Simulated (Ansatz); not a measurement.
The parent structure is HgS in the zinc blende structure (space group F-43m, No. 216).

```yaml
crystal:
  lattice:
    - [0.00000, 2.93793, 2.93793]
    - [2.93793, 0.00000, 2.93793]
    - [2.93793, 2.93793, 0.00000]
  atoms:
    - { symbol: Hg, position: [0.00000, 0.00000, 0.00000] }
    - { symbol: S, position: [0.25000, 0.25000, 0.25000] }
```

Cartesian axes are those of the cell as printed.

Computed with PBEsol, PAW, 420 eV (Ansatz, a program for electronic structure; spin-orbit coupling left out).

Strains are applied to the cell and any free atomic positions relax; under biaxial strain the out-of-plane vector relaxes too.

One change was made to it. Results:

```tsv
quantity	base	after
energy relative to the base (free energy F)	0 meV/atom	+1.0 meV/atom
volume per atom	25.36 Å³	25.14 Å³
pressure (mean of the normal stresses, compression positive)	0.0 GPa	0.5 GPa
```

Question: Which change produced these results?
(A) biaxial strain +1.25 %, plane normal [111], relaxed out of plane
(B) biaxial strain −0.83 %, plane normal [111], relaxed out of plane
(C) biaxial strain +0.83 %, plane normal [111], relaxed out of plane
(D) biaxial strain −2.08 %, plane normal [111], relaxed out of plane

Answer: B, biaxial strain −0.83 %, plane normal [111], relaxed out of plane. For comparison, the pressure in the other runs: biaxial strain −2.08 %, plane normal [111], relaxed out of plane gives 1.3 GPa; biaxial strain +1.25 %, plane normal [111], relaxed out of plane gives -0.8 GPa; biaxial strain +0.83 %, plane normal [111], relaxed out of plane gives -0.5 GPa.

The mesh was chosen for an insulator and is coarse for the gapless case. Whether these cells are dynamically stable was not tested. All final runs are without spin polarisation.
